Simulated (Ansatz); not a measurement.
Cs₂AgBiBr₆ (Fm-3m), Ansatz (a program for electronic structure) with PBEsol with spin-orbit coupling, rigid bands. Condition of this run: spin-orbit coupling switched on. Band gap 0.89 eV, N_c = 2.11e19 cm⁻³ and N_v = 2.55e19 cm⁻³ at 300 K, conductivity masses of 0.352 mₑ (electrons) and 0.379 mₑ (holes). Take k_BT = 0.02585 eV.

**Question.** A film of it is 3 nm thick. Estimate the confinement energies in an infinite well.

**Answer.** ħ²π²/(2m t²) = 0.376 eV·nm²/(m/mₑ × t²) gives 119 meV for electrons and 110 meV for holes, so the gap would widen to about 1.12 eV. Finite barriers and nonparabolic bands lower this, and with several valleys or bands the heaviest mass along the normal sets the lowest level, not this average.

**Question.** Find the intrinsic carrier density and the intrinsic Fermi level.

**Answer.** n_i = √(N_c N_v) exp(−E_g/2k_BT) = 2.32e19 × exp(−17.21) = 7.8e11 cm⁻³. The level lies (k_BT/2) ln(N_v/N_c) = 2 meV from mid-gap (positive towards the conduction band). Each 0.1 eV added to the gap lowers n_i by a factor of 6.9.

**Question.** What built-in voltage has an abrupt junction with N_A = 1e16 and N_D = 1e18 cm⁻³, all dopants ionised?

**Answer.** V_bi = E_g/e − (k_BT/e) ln(N_c N_v/(N_A N_D)) = 0.89 − 0.02585 × 10.89 = 0.61 V, for the computed gap.

Rigid bands with the computed gap; masses take one relaxation time for all states.

Formula and space group known from diffraction (Crystallography Open Database), not checked to be the room-temperature form: Cs2AgBiBr6 (Fm-3m).
